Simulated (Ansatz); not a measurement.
Base system: Ru in the hcp (Mg type) structure (space group P6_3/mmc, No. 194; a = 2.722 Å, c = 4.291 Å).

One thing is altered: a hydrostatic pressure of 0.7 GPa.

Levels (all Ansatz, a first-principles code, PAW): PBE (420 eV, without spin-orbit coupling); r2SCAN (500 eV, scalar-relativistic without spin-orbit coupling).

The geometry is relaxed with PBE.

```
Item           Result
------------  -------
PBE pressure  0.7 GPa
```

Question: What does r2SCAN give at this geometry for the pressure?

Answer: The pressure decreases by 6.5 GPa (0.7 GPa → -5.8 GPa).

Single points use the geometry relaxed with PBE. Their cutoffs differ, which shifts pressures a little. Load acts through the strain it causes; cell and atoms are relaxed under it. Stability against distortions was not tested. The final runs are not spin-polarised.
